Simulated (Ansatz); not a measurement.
System: WC (Fm-3m, No. 225, 2 atoms in the cell; start mp-13136; a measured phase of this formula has another space group). Method: r²SCAN in Ansatz (plane waves, PAW).

Excerpt of the program's output:

```
WARN output.stress: scf.convergence.dr2_threshold = 1e-7 eV (the SCF's general default) is looser than the 2e-10 eV advised for a printed stress (1e-10 eV for …
Relaxation: its limit of steps is 80 (relax.max_steps)
Crystal: 2 atoms, lattice volume = 20.373 Å³
Basis set: ecut = 560 eV, 609 PW (Γ), exchange–correlation on 72×72×72 points (27 copies of the dense FFT grid, shifted against one another)
Bands: 13, of which v1, the nominal top of the filled ones, is band 9 counted from 1 (8 counted from 0)
Symmetry: 48 space group operations
Space group: Fm-3m (ITA 225), of the structure as read, at distance tolerance 2.7e-5 Å
k-points: 328 of 10648
Functional: x = r2scan, c = r2scan; τ floored in thin density (d = 2e-4 eV/Å³)
SCF iter   1: F=—  HF=-10648.266069 eV  |F-HF|=—  |Δ(HF+E_count)|=         —  Δρ=6.80e-3  dr2=3.22e-3  dr2_τ=1.95e-1
SCF iter   2: F=—  HF=-10648.328153 eV  |F-HF|=—  |Δ(HF+E_count)|=   6.21e-2  Δρ=5.42e-3  dr2=3.45e-3  dr2_τ=2.06e-4
  ...
SCF 1 converged in 8 iterations: F = -10648.330469 eV  dr2 = 1.18e-8
relax step   1: F+E_penalty+E_count = -10648.33046900 eV  Δ(F+E_penalty+E_count) = +0.000e0 eV  max|allowed force component| = 2.393e-29 eV/Å  Δτ_max = 0.0000 Å  (8 SCF iters, accepted)
Crystal: 2 atoms, lattice volume = 20.373 Å³
Bands: 17, of which v1, the nominal top of the filled ones, is band 9 counted from 1 (8 counted from 0)
Initial density: handed on by an earlier stage of this run
SCF iter   1: F=—  HF=-10648.330469 eV  |F-HF|=—  |Δ(HF+E_count)|=         —  Δρ=7.52e-6  dr2=1.18e-8  dr2_τ=4.14e-10
SCF iter   2: F=-10648.330469 eV  HF=-10648.330469 eV  |F-HF|=1.90e-9  |Δ(HF+E_count)|=   1.16e-9  Δρ=4.80e-6  dr2=3.84e-9  dr2_τ=1.11e-9
SCF 2 converged in 2 iterations: F = -10648.330469 eV  dr2 = 3.84e-9
SCF converged after 2 iterations
Free energy (F): -10648.330469 eV
Internal energy: -10648.322240 eV  (E = F + TS)
E sigma→0 (E₀):  -10648.326354 eV
Fermi energy:    22.628536 eV
--- Forces (eV/Å), atoms counted from 1 ---
  atom   1  W     -0.00000000     0.00000000     0.00000000
  atom   2  C      0.00000000     0.00000000    -0.00000000
--- Stress (GPa, compression-positive) ---
        8.053993      -0.000000      -0.000000
       -0.000000       8.053993      -0.000000
        0.000000      -0.000000       8.053993
  P = ⅓ Tr σ = 8.0540 GPa (80.540 kbar)
```

**Question.** Write an input file that could have produced this run (the log leaves some choices open).

**Answer.** This is not unique; one that fits is 
Ansatz 0.2 input:
```yaml
crystal:
  lattice:
    - [0.0, 2.167761187, 2.167761187]
    - [2.167761187, 0.0, 2.167761187]
    - [2.167761187, 2.167761187, 0.0]
  atoms:
    - { symbol: W, position: [0.0, 0.0, 0.0] }
    - { symbol: C, position: [0.5, 0.5, 0.5] }
basis:
  ecutwfc: 560
  ecutrho_ratio: 4
  xc_grid: 3
kpoints:
  mp_grid: { grid: [22, 22, 22] }
hamiltonian:
  xc: r2scan
  dispersion: none
  pseudopotentials: { kind: paw }
scf:
  occupations: { method: fermi_dirac, width: 0.05 }
output:
  forces: true
  stress: true
  eigenvalues: true
relax:
  f_tol: 0.004
  escape_saddle: false
  max_steps: 80
```

The cell is one volume of an energy–volume scan, off the minimum.

The PAW data were made under PBE.

Note: the run has no spin polarisation, so it can have missed a magnetic state. Note: the relaxation could not lower the start's symmetry, so the cell can be a saddle point above a distorted one.

It cost roughly 15 core-seconds of CPU time.

A start named mp-… is a Materials Project structure, which need not be a measured phase.

Ansatz is a first-principles code.
